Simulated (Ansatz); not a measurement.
Consider a 16-atom supercell of NaCl in the rock salt structure (space group Fm-3m, No. 225) at its relaxed geometry.

```yaml
crystal:
  lattice:
    - [0.00000, 5.60772, 5.60772]
    - [5.60772, 0.00000, 5.60772]
    - [5.60772, 5.60772, 0.00000]
  atoms:
    - { symbol: Cl, position: [0.00000, 0.00000, 0.00000] }
    - { symbol: Cl, position: [0.00000, 0.00000, 0.50000] }
    - { symbol: Cl, position: [0.00000, 0.50000, 0.00000] }
    - { symbol: Cl, position: [0.00000, 0.50000, 0.50000] }
    - { symbol: Cl, position: [0.50000, 0.00000, 0.00000] }
    - { symbol: Cl, position: [0.50000, 0.00000, 0.50000] }
    - { symbol: Cl, position: [0.50000, 0.50000, 0.00000] }
    - { symbol: Cl, position: [0.50000, 0.50000, 0.50000] }
    - { symbol: Na, position: [0.25000, 0.25000, 0.25000] }
    - { symbol: Na, position: [0.25000, 0.25000, 0.75000] }
    - { symbol: Na, position: [0.25000, 0.75000, 0.25000] }
    - { symbol: Na, position: [0.25000, 0.75000, 0.75000] }
    - { symbol: Na, position: [0.75000, 0.25000, 0.25000] }
    - { symbol: Na, position: [0.75000, 0.25000, 0.75000] }
    - { symbol: Na, position: [0.75000, 0.75000, 0.25000] }
    - { symbol: Na, position: [0.75000, 0.75000, 0.75000] }
```

Calculations: r2SCAN (Ansatz, an electronic-structure program, PAW, spin-orbit coupling left out).

For the base:

| Item | Value |
|---|---|
| Pressure | 0.0 GPa |
| Mean distance from the defect site to its nearest host atoms | 5.30 bohr |

Perturbation: a neutral Na vacancy, atoms relaxed at fixed cell, starting from a slightly rattled geometry.

What does the calculation give for the largest displacement of a host atom from its site in the perfect cell after the change?

The largest displacement of a host atom from its site in the perfect cell comes out as 0.06 Å.

What does the calculation give for the pressure after the change?

The pressure stays essentially unchanged (0.0 GPa against -0.1 GPa).

How does this affect the mean distance from the defect site to its nearest host atoms?

The mean distance from the defect site to its nearest host atoms rises by 0.10 bohr to 5.40 bohr.

Other magnetic orders, which the real material may have, were not ruled out. In so small a cell the defect repeats every few ångströms: this is an ordered compound, not a dilute defect. The mesh was chosen for an insulator and is coarse for the gapless case. The defect cell is spin-polarised and ends with 1.0 μB.
